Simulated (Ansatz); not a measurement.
Consider the following.

End structure of a constructed model of the (0001) surface of hcp Ru, a layer of Ag in place of the second plane (bottom of the slab: a bare face, its two planes held):

```yaml
crystal:
  lattice:
    - [2.72140, 0.00000, 0.00000]
    - [-1.36070, 2.35680, 0.00000]
    - [0.00000, 0.00000, 27.00000]
  atoms:
    - { symbol: Ru, position: [0.66667, 0.33333, 0.30147] }
    - { symbol: Ru, position: [0.33333, 0.66667, 0.38097] }
    - { symbol: Ru, position: [0.66667, 0.33333, 0.46019] }
    - { symbol: Ru, position: [0.33333, 0.66667, 0.53718] }
    - { symbol: Ag, position: [0.66667, 0.33333, 0.62826] }
    - { symbol: Ru, position: [0.33333, 0.66667, 0.71686] }
```

Slab: 6 atoms, 10.7 Å thick at the start with caps and adatoms (thin: gaps and levels are the slab's own); k 16x16x1, smearing 0.1 eV, dipole-corrected; 2 atoms held, the rest relaxed; start symmetry kept, larger cells not searched; no spin, no spin-orbit, no U. In PBE it lies 0.40 eV a 1x1 cell over the lowest computed structure of the same composition (a layer of Ag in place of the third plane).

### Question
Predict the work function of the top face from Ansatz (a first-principles code) with PBE.

### Answer
5.48 eV
